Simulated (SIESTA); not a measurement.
Band structure of YN (Fm-3m, 2 atoms in the cell).

```yaml
crystal:
  lattice:
    - [0.00000, 2.49170, 2.49170]
    - [2.49170, 0.00000, 2.49170]
    - [2.49170, 2.49170, 0.00000]
  atoms:
    - { symbol: Y, position: [0.00000, 0.00000, 0.00000] }
    - { symbol: N, position: [0.50000, 0.50000, 0.50000] }
```

Level of theory: GGA PBE, numerical atomic orbitals DZP, PseudoDojo PBE standard norm-conserving potentials (rewritten from UPF to PSML) in SIESTA.

Settings: XC.functional = GGA; XC.authors = PBE; potentials = PseudoDojo PBE standard; PAO.BasisSize = DZP; PAO.EnergyShift = 0.005 Ry; MeshCutoff = 350 Ry; kgrid.MonkhorstPack = 6 6 6; OccupationFunction = MP; OccupationMPOrder = 0; ElectronicTemperature = 3156.43 K; MaxSCFIterations = 150; SCF.Mixer.Method = Broyden; SCF.Mixer.Weight = 0.2; SCF.Mixer.History = 6.

The starting cell comes from a database of computed structures (which also holds hypothetical and non-ambient phases and stackings), without a prior relaxation at this level. Its lattice was rescaled by a random factor within 2.5 % of one. Values carry the incompleteness of an atom-centred basis.

### Question
Predict the gap along the standard path and the places of the band edges.

### Answer
The gap along the path is 0.16 eV, from Γ to X; the smallest direct gap on it is 0.62 eV.

Levels in eV from the top of the valence band on the path, bands 5 to 9:
```csv
point,5,6,7,8,9
Γ,-12.82,0.00,0.00,0.00,2.94
X,-12.38,-1.69,-0.46,-0.46,0.16
W,-11.98,-2.10,-1.66,-1.66,3.83
K,-12.00,-2.21,-1.73,-1.32,2.34
L,-11.30,-4.01,-2.19,-2.19,5.41
U,-12.00,-2.21,-1.73,-1.32,2.34
```

Higher empty bands are left out: an atom-centred basis made for the valence describes them poorly.
